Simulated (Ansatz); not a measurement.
System: SrWO4 (I4₁/a, No. 88; cell taken from a computed entry). Method: r²SCAN-D4 in Ansatz (PAW).

Run with plane-wave cutoff 500 eV, 10×10×10 k mesh, gaussian smearing 0.02 eV, no spin polarisation, scalar-relativistic PAW data made under PBE.

Cell (relaxed at this level):

```
CELL_PARAMETERS angstrom
     -2.71187     2.71187     5.94704
      2.71187    -2.71187     5.94704
      2.71187     2.71187    -5.94704
ATOMIC_POSITIONS crystal
  Sr 0.75000 0.25000 0.50000
  Sr 0.00000 0.00000 0.00000
  W  0.25000 0.75000 0.50000
  W  0.50000 0.50000 0.00000
  O  0.44111 0.81789 0.09331
  O  0.56789 0.97458 0.87678
  O  0.72458 0.34780 0.90669
  O  0.09780 0.69111 0.12322
  O  0.30889 0.43211 0.40669
  O  0.18211 0.27542 0.62322
  O  0.02542 0.90220 0.59331
  O  0.65220 0.55889 0.37678
```

### Question
What does this level give for the band gap?

### Answer

- band gap: 4.97 eV (on the SCF k mesh)

Note: a distance lies near a switch of the dispersion term, which can move the cell; the relaxation could not lower the start's symmetry, so the cell can be a saddle point above a distorted one.

Spin–orbit coupling is not included.

The computed numbers hold no vibrational or temperature effects.

Ansatz is a quantum-chemistry and plane-wave program.
